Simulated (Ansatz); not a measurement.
Base system: HfN in the rock salt structure (space group Fm-3m, No. 225; a = 4.548 Å; relaxed with 0.1 eV smearing).

All numbers come from PBE (Ansatz, a quantum-chemistry and plane-wave program), without spin-orbit coupling.

Before the change:

| Item | Value |
|---|---|
| Pressure | 0.0 GPa |

The change: an isotropic linear strain of +1.35 %; the atoms relax in the strained cell.

Estimate the effect on the energy relative to the base.

The energy rises by 15 meV/atom.

Estimate the effect on the pressure.

The pressure goes from zero to -9.7 GPa.

No phonon test of stability was made. The final runs are not spin-polarised. An odd electron count without spin: HfN.
